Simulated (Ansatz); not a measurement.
Base system: CuAu (space group P4/mmm, No. 123; a = 2.8694 Å, c = 3.6452 Å; relaxed with 0.1 eV smearing). Axes: x, y, z lie along a, b, c of the conventional cell.

Level of theory: PBE (Ansatz, a quantum-chemistry and plane-wave program, PAW, without spin-orbit coupling).

Now apply this change: the cell is stretched by 1.00 % along z with no lateral relaxation; the atoms relax in the strained cell.

**Question.** Predict the stress tensor and what it implies for the stiffness.

**Answer.** Stress of the strained cell less that of the base (GPa, compression positive):
```
   -1.3     0.0     0.0
    0.0    -1.3     0.0
    0.0     0.0    -1.5
```

Then −Δσ_ii/ε with ε = 0.0100 gives relaxed-ion elastic constants: C33 ≈ 147 GPa, C13 ≈ 128 GPa and C23 ≈ 128 GPa.

Stability against distortions was not tested. All final runs are without spin polarisation.
